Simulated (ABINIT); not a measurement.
Band structure of NaCl (Fm-3m, 2 atoms in the cell).

```
CELL_PARAMETERS angstrom
      0.00000     2.75076     2.75076
      2.75076     0.00000     2.75076
      2.75076     2.75076     0.00000
ATOMIC_POSITIONS crystal
  Na 0.00000 0.00000 0.00000
  Cl 0.50000 0.50000 0.50000
```

Level of theory: PBE, norm-conserving pseudopotentials (PseudoDojo nc-sr-05 PBE standard) (plane waves; ABINIT).

Settings: pseudos = [Na.upf, Cl.upf]; ecut = 88 Ry; occopt = 3; tsmear = 0.02 eV; ngkpt = 8 8 8; nshiftk = 1; shiftk = 0 0 0; potentials = PseudoDojo nc-sr-05 PBE standard; kptopt = 1; nstep = 100; tolvrs1 = 1e-10; ndtset = 2; getden2 = 1.

The starting cell comes from a database of computed structures (which also holds hypothetical and non-ambient phases and stackings), without a prior relaxation at this level. Its lattice was rescaled by a random factor within 2.5 % of one.

### Question
Predict the gap along the standard path and the places of the band edges.

### Answer
The gap along the path is 5.41 eV, direct at Γ to within 0.01 eV.

Levels in eV from the top of the valence band on the SCF mesh, bands 5 to 12:
```
point       5      6      7      8     9     10     11     12
-----  ------  -----  -----  -----  ----  -----  -----  -----
Γ      -12.84   0.00   0.00   0.00  5.41  11.11  11.11  11.11
X      -12.37  -1.86  -0.67  -0.67  7.73   7.99  11.87  15.25
W      -12.35  -1.34  -1.34  -0.85  9.10   9.87   9.87  11.69
K      -12.36  -1.58  -1.26  -0.56  8.35   9.24  10.90  13.03
L      -12.42  -2.15  -0.31  -0.31  7.39  11.06  11.06  11.26
U      -12.36  -1.58  -1.26  -0.56  8.35   9.24  10.90  13.03
```
